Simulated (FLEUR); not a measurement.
Band structure of Al (Fm-3m, 1 atom in the cell).

```xyz
1
Lattice="0.0000 2.0619 2.0619 2.0619 0.0000 2.0619 2.0619 2.0619 0.0000" Properties=species:S:1:pos:R:3 pbc="T T T"
Al     0.0000     0.0000     0.0000
```

Method of the run: PBE, all-electron FLAPW (FLEUR), scalar-relativistic valence.

Settings: Kmax = 3.9 1/bohr; GmaxXC = 15.6 1/bohr; xcFunctional = pbe; jspins = 1; l_soc = F; mode = hist; fermiSmearingEnergy = 0.00183747 Htr; mesh (inpgen div1-3) = 11 11 11; inpgen gamma flag = false; Gmax = 15.6 1/bohr; numbands = 0; maxIterBroyd = 99; imix = Anderson; alpha = 0.05.

The starting cell comes from a database of computed structures (which also holds hypothetical and non-ambient phases and stackings), without a prior relaxation at this level. Its lattice was rescaled by a random factor within 2.5 % of one. Values depend on the basis (sphere radii, cutoffs, local orbitals), which need not be converged.

Levels in eV from the Fermi level, bands 1 to 4:
```tsv
point	1	2	3	4
Γ	-10.75	12.26	12.26	12.26
X	-2.80	-1.62	5.22	5.29
W	-0.79	-0.79	0.25	0.76
K	-1.80	-1.29	-0.53	6.24
L	-4.38	-4.32	10.78	10.78
U	-1.80	-1.29	-0.53	6.24
```
